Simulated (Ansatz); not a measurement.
The parent structure is C in the diamond structure (space group Fd-3m, No. 227; a = 3.5603 Å). Axes: x, y, z lie along the cube axes.

All numbers come from Kohn–Sham DFT with the r2SCAN functional, run in Ansatz (an electronic-structure program) with PAW and 500 eV plane waves, scalar-relativistic without spin-orbit coupling, earlier PAW set.

Strains are applied to the cell and any free atomic positions relax; under stress the whole cell relaxes.

One change was made to it. Results:

```tsv
quantity	base	after
band gap	4.36 eV	4.32 eV
shortest interatomic distance	1.542 Å	1.543 Å
valence-band top at Γ (three highest levels, from the VBM)	0.00, 0.00, 0.00 eV	0.00, 0.00, -0.05 eV
```

### Question
Name the change that was made.
A) uniaxial strain ε_xx = +0.79 %
B) uniaxial stress, 3 GPa tension along x
C) tensor shear ε_xy = +0.96 %
D) strain tensor (xx, yy, zz, yz, xz, xy) = (+0.05, −0.57, −0.80, −1.62, −0.08, −0.13) %

### Answer
B, uniaxial stress, 3 GPa tension along x. For comparison, the valence-band top at Γ in the other runs: strain tensor (xx, yy, zz, yz, xz, xy) = (+0.05, −0.57, −0.80, −1.62, −0.08, −0.13) % gives 0.00, -0.10, -0.20 eV; uniaxial strain ε_xx = +0.79 % gives 0.00, 0.00, -0.13 eV; tensor shear ε_xy = +0.96 % gives 0.00, -0.03, -0.04 eV.

Beyond what the load breaks, stability against distortions was not tested.
